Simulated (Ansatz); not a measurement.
Abridged Ansatz (a first-principles code) output:

```
Pseudopotential: Ga, paw, valence charge 13
Pseudopotential: O, paw, valence charge 6
Crystal: 10 atoms, lattice volume = 109.650 Å³
Basis set: ecut = 420 eV, 2141 PW (Γ), exchange–correlation on 90×90×80 points (8 copies of the dense FFT grid, shifted against one another)
Bands: 54, of which v1, the nominal top of the filled ones, is band 44 counted from 1 (43 counted from 0)
Symmetry: 4 space group operations
k-points: 204 of 726
Functional: x = pbe(κ = 0.804, μ = 0.2195149727645171), c = pbe(β = 0.06672455060314922)
SCF iter   1: F=—  HF=-18542.585998 eV  |F-HF|=—  |Δ(HF+E_count)|=         —  Δρ=1.18e-1  dr2=7.31e0  ethr=3.10e-3  ⟨swp⟩=5.5  Hψ=36213  notcnv=0  defer=37
SCF iter   2: F=—  HF=-18540.717606 eV  |F-HF|=—  |Δ(HF+E_count)|=    1.87e0  Δρ=5.29e-2  dr2=1.43e0  ethr=3.10e-3  ⟨swp⟩=2.0  Hψ=21847  notcnv=0  defer=832
SCF 1 converged in 12 iterations: F = -18540.168764 eV  dr2 = 1.94e-10
SCF converged after 12 iterations
Free energy (F): -18540.168764 eV
Internal energy: -18540.168764 eV  (E = F + TS)
E sigma→0 (E₀):  -18540.168764 eV
Fermi energy:    8.641423 eV
--- Forces (eV/Å), atoms counted from 1 ---
  atom   1  Ga     0.00004240     0.00000000    -0.00007466
  atom   2  Ga    -0.00004240     0.00000000     0.00007466
  atom   3  Ga     0.00007580     0.00000000     0.00001114
  atom   4  Ga    -0.00007580     0.00000000    -0.00001114
  atom   5  O      0.00021540     0.00000000    -0.00045175
  atom   6  O     -0.00021540     0.00000000     0.00045175
  atom   7  O     -0.00026142     0.00000000     0.00045583
  atom   8  O      0.00026142     0.00000000    -0.00045583
  atom   9  O     -0.00052137     0.00000000    -0.00012429
  atom  10  O      0.00052137     0.00000000     0.00012429
--- Stress (GPa, compression-positive) ---
        0.009211       0.000000       0.002319
        0.000000       0.007135       0.000000
        0.002319       0.000000       0.000240
  P = ⅓ Tr σ = 0.0055 GPa (0.055 kbar)
```

Question: What was computed, and what are the main results?

Answer: Ga2O3, 10 atoms in the cell, with PBE in Ansatz (plane waves to 420 eV, PAW, spin-orbit coupling left out), earlier PAW set. The last SCF converged to F = -18540.168764 eV, or -1854.0169 eV per atom, at a pressure of 0.01 GPa. The total energy compares only with runs of the same code, potentials and settings.

Stability against distortions was not tested. The cell is Ga₂O₃ (space group C2/m, No. 12).
